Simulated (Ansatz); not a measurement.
System: KPbI3 (model structure, started from the cubic perovskite type, Pm-3m, No. 221, 5 atoms in the cell). Method: HSE06+SOC in Ansatz (plane waves, PAW).

Input file:

Ansatz 0.2 input:
```yaml
crystal:
  lattice:
    - [6.2308306638, 0.0, 0.0]
    - [0.0, 6.2308306638, 0.0]
    - [0.0, 0.0, 6.2308306638]
  atoms:
    - { symbol: K, position: [0.0, 0.0, 0.0] }
    - { symbol: Pb, position: [0.5, 0.5, 0.5] }
    - { symbol: I, position: [0.0, 0.5, 0.5] }
    - { symbol: I, position: [0.5, 0.5, 0.0] }
    - { symbol: I, position: [0.5, 0.0, 0.5] }
basis:
  ecutwfc: 460
  ecutrho_ratio: 4
  xc_grid: 2
kpoints:
  mp_grid: { grid: [4, 4, 4] }
hamiltonian:
  xc: hse06
  dispersion: none
  pseudopotentials: { kind: paw }
scf:
  occupations: { method: fermi_dirac, width: 0.01 }
  convergence: { dr2_threshold: 0.0000000005 }
output:
  forces: true
  stress: true
  eigenvalues: true
magnetization:
  noncollinear: true
  spin_orbit: true
```

How many irreducible k-points, plane waves at Γ does the program set up, and what pressure does the run end with?

10 irreducible k-points, 5449 plane waves at Γ; P = 0.84 GPa, so the cell is compressed on average and its volume would grow at this level.

The run printed, among other lines:

```
WARN output.stress: scf.exx.energy_threshold = 1e-6 eV is looser than the 5e-8 eV advised for a stress under a hybrid functional (1e-8 eV for each atom of the …
Crystal: 5 atoms, lattice volume = 241.901 Å³
Basis set: ecut = 460 eV, 5449 PW (Γ), exchange–correlation on 90×90×90 points (8 copies of the dense FFT grid, shifted against one another)
Bands: 90, of which v1, the nominal top of the filled ones, is band 74 counted from 1 (73 counted from 0)
Symmetry: 48 space group operations + 48 with time reversal
k-points: 10 of 64
Initial density: superposition of atomic densities (chi_scale 0.1, normalization cell, long waves kept (reshape's long-wave potential 0.01 eV rms))
SCF 1 converged in 11 iterations: F = -36035.013203 eV  dr2 = 5.58e-11
Crystal: 5 atoms, lattice volume = 241.901 Å³
Initial density: handed on by an earlier stage of this run
Crystal: 5 atoms, lattice volume = 241.901 Å³
SCF 3 converged in 6 iterations: F = -36010.176574 eV  dr2 = 2.55e-11
Free energy (F): -36010.176574 eV
Internal energy: -36010.176574 eV  (E = F + TS)
E sigma→0 (E₀):  -36010.176574 eV
Fermi energy:    4.035916 eV
--- Stress (GPa, compression-positive) ---
        0.835639      -0.000000       0.000000
        0.000000       0.835639      -0.000000
        0.000000       0.000000       0.835639
  P = ⅓ Tr σ = 0.8356 GPa (8.356 kbar)
```

The PAW data were made under PBE.

Note: the relaxation could raise the start's symmetry but not lower it, so the cell can be a saddle point. Note: cell and atoms aren't relaxed at this level (pressure 0.8 GPa).

Computing time: very roughly 60 core-minutes.

A model structure was made by putting elements into a prototype or built by hand; it is no filed structure, need not be a known phase, and can be a saddle point held by its symmetry.

Ansatz is a program for electronic structure.
